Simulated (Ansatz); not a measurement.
Structure of amorphous Ga24O37Li2 (periodic cell):

```yaml
crystal:
  lattice:
    - [8.99331, -0.07954, -0.11124]
    - [-0.07954, 9.13157, -0.08648]
    - [-0.11124, -0.08648, 9.50496]
  atoms:
    - { symbol: Ga, position: [0.23859, 0.37314, 0.48493] }
    - { symbol: Ga, position: [0.92576, 0.30860, 0.36091] }
    - { symbol: Ga, position: [0.40564, 0.09298, 0.56491] }
    - { symbol: Ga, position: [0.54272, 0.38684, 0.20900] }
    - { symbol: Ga, position: [0.71671, 0.34820, 0.92431] }
    - { symbol: Ga, position: [0.71617, 0.51913, 0.50054] }
    - { symbol: Ga, position: [0.70609, 0.81522, 0.14415] }
    - { symbol: Ga, position: [0.02285, 0.53288, 0.84273] }
    - { symbol: Ga, position: [0.38671, 0.67454, 0.01847] }
    - { symbol: Ga, position: [0.19444, 0.43435, 0.12473] }
    - { symbol: Ga, position: [0.68847, 0.10931, 0.22122] }
    - { symbol: Ga, position: [0.75163, 0.15202, 0.61098] }
    - { symbol: Ga, position: [0.27594, 0.69272, 0.66988] }
    - { symbol: Ga, position: [0.45153, 0.41647, 0.70263] }
    - { symbol: Ga, position: [0.81536, 0.00838, 0.88437] }
    - { symbol: Ga, position: [0.92543, 0.82812, 0.63483] }
    - { symbol: Ga, position: [0.92311, 0.70536, 0.36443] }
    - { symbol: Ga, position: [0.07878, 0.16400, 0.75033] }
    - { symbol: Ga, position: [0.37899, 0.15887, 0.91895] }
    - { symbol: Ga, position: [0.08849, 0.02765, 0.38360] }
    - { symbol: Ga, position: [0.65950, 0.66928, 0.83226] }
    - { symbol: Ga, position: [0.07721, 0.14573, 0.08303] }
    - { symbol: Ga, position: [0.38372, 0.98429, 0.22018] }
    - { symbol: Ga, position: [0.38190, 0.64657, 0.34725] }
    - { symbol: O, position: [0.30439, 0.01913, 0.40916] }
    - { symbol: O, position: [0.71272, 0.31870, 0.11744] }
    - { symbol: O, position: [0.77749, 0.73212, 0.50935] }
    - { symbol: O, position: [0.13773, 0.99501, 0.19274] }
    - { symbol: O, position: [0.61368, 0.54070, 0.67384] }
    - { symbol: O, position: [0.26217, 0.48584, 0.65421] }
    - { symbol: O, position: [0.14372, 0.59136, 0.00263] }
    - { symbol: O, position: [0.09277, 0.22938, 0.46863] }
    - { symbol: O, position: [0.04715, 0.84221, 0.46214] }
    - { symbol: O, position: [0.07069, 0.70417, 0.72452] }
    - { symbol: O, position: [0.86899, 0.10890, 0.32618] }
    - { symbol: O, position: [0.74587, 0.18254, 0.81142] }
    - { symbol: O, position: [0.91081, 0.50952, 0.40606] }
    - { symbol: O, position: [0.81320, 0.52721, 0.88875] }
    - { symbol: O, position: [0.22734, 0.26098, 0.00555] }
    - { symbol: O, position: [0.41138, 0.99880, 0.02351] }
    - { symbol: O, position: [0.75482, 0.31196, 0.49820] }
    - { symbol: O, position: [0.50349, 0.32445, 0.86780] }
    - { symbol: O, position: [0.78474, 0.82947, 0.79038] }
    - { symbol: O, position: [0.74832, 0.99733, 0.06213] }
    - { symbol: O, position: [0.01785, 0.05461, 0.91324] }
    - { symbol: O, position: [0.50169, 0.19205, 0.25564] }
    - { symbol: O, position: [0.59367, 0.91414, 0.27957] }
    - { symbol: O, position: [0.56885, 0.53785, 0.34925] }
    - { symbol: O, position: [0.38830, 0.74522, 0.51824] }
    - { symbol: O, position: [0.89409, 0.74835, 0.18249] }
    - { symbol: O, position: [0.28365, 0.11030, 0.73476] }
    - { symbol: O, position: [0.41045, 0.69321, 0.82496] }
    - { symbol: O, position: [0.59259, 0.02347, 0.59152] }
    - { symbol: O, position: [0.40042, 0.48660, 0.10577] }
    - { symbol: O, position: [0.42565, 0.29601, 0.53893] }
    - { symbol: O, position: [0.93276, 0.04252, 0.64141] }
    - { symbol: O, position: [0.01371, 0.34916, 0.76382] }
    - { symbol: O, position: [0.23468, 0.49516, 0.33160] }
    - { symbol: O, position: [0.33121, 0.76665, 0.19260] }
    - { symbol: O, position: [0.60241, 0.69283, 0.02121] }
    - { symbol: O, position: [0.02526, 0.31898, 0.17971] }
    - { symbol: Li, position: [0.09357, 0.78959, 0.11337] }
    - { symbol: Li, position: [0.59375, 0.84960, 0.48424] }
```

Methods: PBE, scalar-relativistic without spin-orbit coupling (Ansatz, a quantum-chemistry and plane-wave program); r2SCAN, scalar-relativistic without spin-orbit coupling (Ansatz); HSE06, scalar-relativistic without spin-orbit coupling (Ansatz). Neutral PBE cell, which sets geometry, pressure and energy: sampling: a 2×2×2 Γ-centred mesh; Fermi-Dirac width 0.02 eV; no spin polarisation. Exact exchange is cut at the faces of this 9 Å cell, which leaves hybrid gaps a finite-size error.

Preparation: random packing, a CHGNet melt and quench, and a DFT relaxation. O atoms were pushed apart under 1.9 Å during the dynamics, to hinder bonds among them. The hot cell started wider than the set density and was brought back towards it in steps. It is the lowest in DFT energy of 2 quenches. It is a model cell: composition and starting density were chosen by hand, and all elements were melted together. No dispersion term was used. Its density started from a set value of 4.91 and ended at 4.85 g/cm³. The simulated quench (nominally 220 K/ps over its main leg) is rapid and tends to freeze in more defects than a deposited or slowly cooled glass has. A cell of this size samples the disorder only roughly. Volume and shape were free in the relaxation.

Give the pressure, the energy against reference phases and the spacing of the highest filled and lowest empty levels.


```yaml
Pressure on a 2×2×2 Γ-centred mesh: 0.6 kbar
Largest force and stress component on that mesh (the relaxation ran on the zone centre alone): 0.06 eV/Å and 0.1 GPa
Energy relative to beta Ga2O3 + Li2O (Fm-3m) (lowest mix at this level among the phases computed, not always the ambient ones): 10.5 kJ/mol-atom
Level gap on a 2×2×2 Γ-centred mesh (PBE): 1.55 eV
Level gap at the zone centre (PBE): 1.55 eV
Level gap at the zone centre (r2SCAN): 2.09 eV
Level gap at the zone centre (HSE06): 3.25 eV
Distance between the nearest levels spread over more than a fifth of the atoms or a third of the atoms of their main element (six at least) (PBE, zone centre): 1.98 eV
```

At PBE and the zone centre, how localised are the states just below and above the Fermi level (participation number: the atoms over which a state spreads)?

The highest filled state is spread over 5.3 atoms' worth, largest on O40, with weights by element (charge in smoothed Voronoi cells) O 0.95, Ga 0.05, Li 0.00. The lowest empty state is spread over 58.4 atoms' worth, largest on Ga13, with weights by element (charge in smoothed Voronoi cells) O 0.52, Ga 0.46, Li 0.02.

At PBE the levels at the filled edge of the gap are localised (band-tail or defect states), and the nearest spread-out levels lie 2.0 eV apart at the zone centre.

Cut-offs for bonds: Ga-Ga 2.68 Å, Ga-O 2.40 Å, Ga-Li 2.77 Å, O-O 1.58 Å, O-Li 2.33 Å, Li-Li 2.86 Å. Two cations that share two anions don't count as bonded, nor two that share one unless they lie closer than Ga-Ga 2.61 Å, Ga-Li 2.70 Å, Li-Li 2.78 Å.

Added carriers, by PBE, scalar-relativistic without spin-orbit coupling (Ansatz) on the zone centre alone. Charged cells keep the cell fixed and stand in a uniform background, with no image correction, at a width of 0.01 eV; where the count is odd the moment is locked at 1 μB, unless the neutral cell bore moments. Each starts from the undistorted neutral geometry alone. PBE's self-interaction favours spread-out carriers, so it can miss traps that a hybrid finds.

What happens at PBE when the cell takes an extra electron and the atoms relax?

Relaxation lowers the charged cell by 0.02 eV. The largest moves are Ga13 0.03 Å, Ga17 0.03 Å, O49 0.03 Å, O30 0.03 Å. The level that holds the added charge spreads over 58.1 atoms' worth, most on Ga13 (weight 0.03): a carrier spread over the cell. No bond crosses its cut-off with a change of over 0.15 Å (metal-metal contacts aside). Made neutral again at that geometry, the cell lies +0.02 eV from the neutral start.

What happens at PBE when the cell takes a hole and the atoms relax?

Relaxation lowers the charged cell by 0.15 eV. The largest moves are O57 0.16 Å, O36 0.13 Å, O40 0.12 Å, O28 0.06 Å. The level that was emptied spreads over 5.6 atoms' worth, most on O40 (weight 0.31): a localised (trapped) carrier, which neighbours of that atom can share. No bond crosses its cut-off with a change of over 0.15 Å (metal-metal contacts aside). Made neutral again at that geometry, the cell lies +0.19 eV from the neutral start.
